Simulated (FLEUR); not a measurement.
Input and output of a self-consistent single point for TaN (P6/mmm, 6 atoms in the cell) (FLEUR).

Method: PBEsol, all-electron FLAPW (FLEUR), scalar-relativistic valence.

The change in words: lattice scaled by 0.98. Reference geometry:
```yaml
crystal:
  lattice:
    - [5.27683, 0.00000, 0.00000]
    - [-2.63842, 4.56987, 0.00000]
    - [0.00000, 0.00000, 2.93891]
  atoms:
    - { symbol: Ta, position: [0.00000, 0.00000, 0.00000] }
    - { symbol: Ta, position: [0.66667, 0.33333, 0.50000] }
    - { symbol: Ta, position: [0.33333, 0.66667, 0.50000] }
    - { symbol: N, position: [0.00000, 0.50000, 0.00000] }
    - { symbol: N, position: [0.50000, 0.00000, 0.00000] }
    - { symbol: N, position: [0.50000, 0.50000, 0.00000] }
```

Reference input (self-consistent single point, DFT, PBEsol, all-electron FLAPW (FLEUR), scalar-relativistic valence): Kmax = 4.5 1/bohr; GmaxXC = 18 1/bohr; xcFunctional = PBEs; jspins = 1; l_soc = F; mode = gauss; fermiSmearingEnergy = 0.00367493 Htr; mesh (inpgen div1-3) = 6 6 9; inpgen gamma flag = true; Gmax = 18 1/bohr; numbands = 0; maxIterBroyd = 40. This run's input differs from it in these lines:

```diff
@@ -3,6 +3,6 @@
 &input film=f /
-1.0000000000 -0.0000000179 0.0000000000
--0.4999999845 0.8660254127 0.0000000000
-0.0000000000 0.0000000000 0.5569458455
-9.9717718337
+1.0000000000 0.0000000114 0.0000000000
+-0.5000000098 0.8660253981 0.0000000000
+0.0000000000 0.0000000000 0.5569458766
+9.7723365965
 1.0 1.0 1.0
@@ -48,5 +48,5 @@
          <bravaisMatrix>
-            <row-1>    9.9717718337000001    -0.0000001784947158     0.0000000000000000</row-1>
-            <row-2>   -4.9858857622875368     8.6358078176302779     0.0000000000000000</row-2>
-            <row-3>    0.0000000000000000     0.0000000000000000     5.5537368950531327</row-3>
+            <row-1>    9.7723365965000006     0.0000001114046372     0.0000000000000000</row-1>
+            <row-2>   -4.8861683940188989     8.4630916913511118     0.0000000000000000</row-2>
+            <row-3>    0.0000000000000000     0.0000000000000000     5.4426625721679525</row-3>
          </bravaisMatrix>
```

Log, with long lists cut:

```
 Iteration:     1   Distance:      28.91331631 me/bohr^3
 Iteration:     2   Distance:      24.57375522 me/bohr^3
 Iteration:     3   Distance:      10.73563961 me/bohr^3
 Iteration:     4   Distance:       9.53463805 me/bohr^3
 Iteration:     5   Distance:       6.45958544 me/bohr^3
   [... 10 lines left out ...]
 Iteration:    16   Distance:       0.00013057 me/bohr^3
 Iteration:    17   Distance:       0.00014754 me/bohr^3
 Iteration:    18   Distance:       0.00002278 me/bohr^3
 Iteration:    19   Distance:       0.00000380 me/bohr^3
 Run finished successfully
 Stop message:
   Structural relaxation: Done

[file out, last iteration]
             iter=     20
[...]
          total density-effective poten   -8.1475727505E+04
          total charge density-energy d   -9.5909731135E+02
 Updated energy parameters for spin:           1
[...]
 fermi energy and band-weighting factors:
   [... 7 lines left out ...]

[...]
FERMIE:
          first approx. to ef    (T=0)  :   0.621173 htr   (energy of the highest occ. eigenvalue)
          number of occ. states  (T=0)  :       1683
          first approx. to seigv (T=0)  : -18.534146 htr
          sum of weights of occ. states :  48.015432
          sum of semicore charge        :   0.000000 e
          fermi energy=   0.62168 har   work function= -16.91680 ev
          number of valence electrons=  96.00000
   [... lines left out ...]
          total moment                 =     0.00000
 Direct bandgap for spin            1 :    8.8131010408538657E-003  Htr
   [... lines left out ...]
          charge density-ex.-corr.energ     -959.0973113499
 ---->    total energy=                   -47028.2859932417 htr
 ---->    (input%tkb*entropy) TS=              0.0000000000 htr
 ---->    free energy=                    -47028.2859932417 htr
      extrapolation for T->0
 ---->    total electron energy=          -47028.2859932417 htr
 ***** TOTAL FORCES ON ATOMS *****
 TOTAL FORCE FOR ATOM TYPE=  1  X=  0.000   Y=  0.000   Z=  0.000
```

The run converged in 19 iterations. FLEUR gives forces in its relaxation mode, with a further iteration, so its stop message speaks of a relaxation. Against the reference run the total energy falls by 11.1 meV/atom.

The starting cell comes from a database of computed structures (which also holds hypothetical and non-ambient phases and stackings), without a prior relaxation at this level. Its lattice was rescaled by a random factor within 2.5 % of one. For this run, on top of that: lattice scaled by 0.98. Spin-orbit coupling is off. Spin polarisation is off. Values depend on the basis (sphere radii, cutoffs, local orbitals), which need not be converged. The log's line on a gap gives a spacing of levels on this mesh, which the program prints for metals too.

Cost on one core of a shared machine: roughly 4 min.
